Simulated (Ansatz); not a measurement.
The reference is BaTiO₃ in the cubic perovskite structure (space group Pm-3m, No. 221; a = 4.019 Å).

Computed with PBE (Ansatz, a quantum-chemistry and plane-wave program; PAW; 420 eV plane waves; scalar-relativistic without spin-orbit coupling), earlier PAW set.

Base values:

The gap between the host's bands is 1.79 eV and the gap character comes out as indirect, R → Γ.

The change: 1.30 electrons added to each cell, a density of 2.0×10^22 cm⁻³, with a uniform compensating background at fixed cell and a 300 K Fermi–Dirac width.

What does the calculation give for the gap between the host's bands, gap character and Fermi level from band edge after the change?

The gap between the host's bands goes up by 1.47 eV (1.79 eV → 3.26 eV); the gap character changes from indirect, R → Γ to direct at Γ; the Fermi level relative to the doped band's edge (positive inside the band; to 0.05 eV) amounts to +1.05 eV.

Charged cell with a jellium background: band edges are those of the host's band count, energies are not comparable with the neutral cell, and many-body gap narrowing is missing. Whether these cells are dynamically stable was not tested. The final runs are not spin-polarised. Many cubic perovskites are stable only at high temperature; tilts and polar distortions were not tested. This is not the structure that BaTiO3 has at room temperature and ambient pressure.
